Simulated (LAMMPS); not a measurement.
Melts of Al (fcc) with 10 % of Al sites Cu cooled to 300 K at several rates.

Level of theory: classical MD, pair style eam/alloy, file AlCu.eam.alloy; code LAMMPS.

```csv
cooling rate (K/s),state,density,coordination number of Al by Cu,rough cost
1e+12,crystallised,3.05 g/cm³ (one sample),1.33 (counted to 3.62 Å),50 core-minutes
1e+13,partly crystallised,3.03 g/cm³ (one sample),1.28 (counted to 3.58 Å),6 core-minutes
1e+14,glass,3.02 g/cm³ (one sample),1.28 (counted to 3.62 Å),5 core-minutes
```

Costs are rough and include melting and analysis.

Caution (rows 1e+12; 1e+13): the cell keeps the atom count and shape of the starting crystal, which eases freezing.
